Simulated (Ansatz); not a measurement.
GaAs (model structure, started from the CsCl type, Pm-3m, No. 221, 2 atoms in the cell), treated with LDA (Ansatz, an electronic-structure program, PAW).

The input as run:

Ansatz 0.2 input:
```yaml
crystal:
  lattice:
    - [3.2580194317, 0.0, 0.0]
    - [0.0, 3.2580194317, 0.0]
    - [0.0, 0.0, 3.2580194317]
  atoms:
    - { symbol: Ga, position: [0.0, 0.0, 0.0] }
    - { symbol: As, position: [0.5, 0.5, 0.5] }
basis:
  ecutwfc: 520
  ecutrho_ratio: 4
  xc_grid: 2
kpoints:
  mp_grid: { grid: [18, 18, 18] }
hamiltonian:
  xc: lda
  dispersion: none
  pseudopotentials: { kind: paw }
scf:
  occupations: { method: fermi_dirac, width: 0.05 }
output:
  forces: true
  stress: true
  eigenvalues: true
relax:
  f_tol: 0.004
  escape_saddle: false
  max_steps: 80
```

The run printed, among other lines:

```
WARN output.stress: scf.convergence.dr2_threshold = 1e-7 eV (the SCF's general default) is looser than the 2e-10 eV advised for a printed stress (1e-10 eV for …
Relaxation: its limit of steps is 80 (relax.max_steps)
Crystal: 2 atoms, lattice volume = 34.583 Å³
Basis set: ecut = 520 eV, 925 PW (Γ), exchange–correlation on 50×50×50 points (8 copies of the dense FFT grid, shifted against one another)
Bands: 18, of which v1, the nominal top of the filled ones, is band 14 counted from 1 (13 counted from 0)
Symmetry: 48 space group operations
Space group: Pm-3m (ITA 221), of the structure as read, at distance tolerance 3.3e-5 Å
k-points: 220 of 5832
Functional: x = slater, c = lda
SCF iter   1: F=—  HF=-8480.289906 eV  |F-HF|=—  |Δ(HF+E_count)|=         —  Δρ=6.20e-3  dr2=6.10e-3
SCF iter   2: F=—  HF=-8480.287724 eV  |F-HF|=—  |Δ(HF+E_count)|=   2.18e-3  Δρ=3.59e-3  dr2=2.42e-3
  ...
SCF iter   5: F=—  HF=-8480.286840 eV  |F-HF|=—  |Δ(HF+E_count)|=   1.58e-5  Δρ=7.70e-5  dr2=9.33e-7
SCF iter   6: F=-8480.286840 eV  HF=-8480.286840 eV  |F-HF|=7.26e-8  |Δ(HF+E_count)|=   4.97e-7  Δρ=1.22e-5  dr2=5.97e-8
SCF 1 converged in 6 iterations: F = -8480.286840 eV  dr2 = 5.97e-8
SCF converged after 6 iterations
Free energy (F): -8480.286840 eV
Internal energy: -8480.278989 eV  (E = F + TS)
E sigma→0 (E₀):  -8480.282915 eV
Fermi energy:    12.073194 eV
--- Stress (GPa, compression-positive) ---
        1.650376       0.000000      -0.000000
        0.000000       1.650376       0.000000
       -0.000000       0.000000       1.650376
  P = ⅓ Tr σ = 1.6504 GPa (16.504 kbar)
```

The cell is one volume of an energy–volume scan, off the minimum.

The PAW data were made under PBE.

Note: the relaxation could raise the start's symmetry but not lower it, so the cell can be a saddle point.

A model structure was made by putting elements into a prototype or built by hand; it is no filed structure, need not be a known phase, and can be a saddle point held by its symmetry.
